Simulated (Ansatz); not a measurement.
Start from WC (space group P-6m2, No. 187; a = 2.9131 Å, c = 2.8358 Å; relaxed with 0.1 eV smearing). Axes: x lies along a and z along c of the hexagonal cell.

The values are results of r2SCAN, PAW, 500 eV (Ansatz, an electronic-structure program; spin-orbit coupling left out), earlier PAW set, not measurements.

Base values:

| Property | Result |
|---|---|
| Band gap | zero |
| Shortest interatomic distance | 2.200 Å |

One thing is altered: uniaxial stress, 0.5 GPa compression along x; all other stress components relax to zero.

Problem. How does this affect the strain response, energy relative to the base, band gap and shortest interatomic distance?

Solution. The strain response (xx, yy, zz) comes out as (−0.08, +0.02, +0.01) %; the energy is nearly the same; the band gap stays zero; the shortest interatomic distance stays essentially unchanged (2.200 Å against 2.199 Å).

Stability under load was not tested beyond the relaxation. All final runs are without spin polarisation.
